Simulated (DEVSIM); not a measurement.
Structure: double heterostructure, Si between p- and n-type GaP, at 350 K.

Layer 1 from the left is GaP, thickness (μm) 0.990, Na (cm⁻³) 3.5e17, τn (s) 3.5e-7, τp (s) 3.5e-7. Layer 2 from the left is Si, thickness (μm) 0.0420, Nd (cm⁻³) 2.6e15, τn (s) 3.5e-7, τp (s) 3.5e-7. Layer 3 from the left is GaP, thickness (μm) 0.810, Nd (cm⁻³) 1e17, τn (s) 3.5e-7, τp (s) 3.5e-7.

Left contact: ohmic. Right contact: ohmic. Voltage is applied to the left contact. Recombination: SRH at mid-gap, radiative, Auger. Mobility is constant in doping.

This is a model device: material constants are rounded textbook-type values typed into the input, and sizes, dopings and lifetimes were drawn at random. Values at 300 K; Nc and Nv go as T^1.5, mobilities as T to minus their exponent, the gap by Varshni's rule with the affinity fixed.

GaP: gap (eV) 2.26, affinity (eV) 3.8, permittivity 11.1, Nc (cm⁻³) 1.8e19, Nv (cm⁻³) 1.9e19, μn (cm²/Vs) 250, μp (cm²/Vs) 150, T exponent of μn 1.6, T exponent of μp 1.98, B (cm³/s) 1e-13, Cn (cm⁶/s) 1e-30, Cp (cm⁶/s) 1e-30, Varshni α (eV/K) 0.00058, Varshni β (K) 372. Si: gap (eV) 1.124, affinity (eV) 4.05, permittivity 11.7, Nc (cm⁻³) 2.86e19, Nv (cm⁻³) 3.1e19, μn (cm²/Vs) 1417, μp (cm²/Vs) 470, T exponent of μn 2.3, T exponent of μp 2.2, B (cm³/s) 4.7e-15, Cn (cm⁶/s) 2.8e-31, Cp (cm⁶/s) 9.9e-32, Varshni α (eV/K) 0.000473, Varshni β (K) 636.

Simulated with DEVSIM: 1D drift-diffusion, Boltzmann statistics, complete ionisation; no tunnelling, impact ionisation, image-force lowering or self-heating. Band offsets follow the typed affinities; no thermionic-emission limit at abrupt steps, no polarisation charge.

Task: What does the simulation give for the potential step across the device at zero bias, the dark forward voltage at 1 A/cm²?

Result: potential step across the device at zero bias 1.948 V; dark forward voltage at 1 A/cm² 1.267 V.
